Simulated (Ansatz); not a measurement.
**CdS under a change: isotropic strain +1.50 %**

Take CdS in the zinc blende structure (space group F-43m, No. 216; a = 5.757 Å) as the base.

The change: every lattice vector is stretched by 1.50 %, atoms relaxed at fixed cell.

Computed with LDA (Ansatz, a program for electronic structure; PAW; 420 eV plane waves; scalar-relativistic without spin-orbit coupling). Settings: 10×10×10 k-points, 0.05 eV Fermi–Dirac smearing.

```csv
quantity,base,changed,shift
volume per atom,23.85 Å³,24.93 Å³,+1.089 Å³
space group,F-43m (No. 216),F-43m (No. 216),–
shortest interatomic distance,2.493 Å,2.530 Å,+0.037 Å
energy relative to the base (free energy F),0 meV/atom,+9.7 meV/atom,+9.7 meV/atom
pressure,0.00 GPa,-2.74 GPa,-2.74 GPa
band gap,0.95 eV,0.85 eV,-0.094 eV
gap character,direct at Γ,direct at Γ,–
mean gap deformation potential ΔEg/Δln V,–,-2.1 eV,–
width of the top valence band,2.38 eV,2.22 eV,-0.16 eV
electron mass,0.10 mₑ (at Γ),0.097 mₑ (at Γ),–
"hole mass (degenerate bands, along [100])","0.11, 0.71, 0.71 mₑ (at Γ)","0.10, 0.75, 0.75 mₑ (at Γ)",–
```

Final structure:

```yaml
crystal:
  lattice:
    - [0.00000, 2.92148, 2.92148]
    - [2.92148, 0.00000, 2.92148]
    - [2.92148, 2.92148, 0.00000]
  atoms:
    - { symbol: Cd, position: [0.00000, 0.00000, 0.00000] }
    - { symbol: S, position: [0.25000, 0.25000, 0.25000] }
```

Cost of the whole job for the changed cell (relaxation, final SCF and bands): about 7 core-seconds (a rough figure).

Masses are band curvatures over ±0.01 Å⁻¹ around the edge. Stability against distortions was not tested.
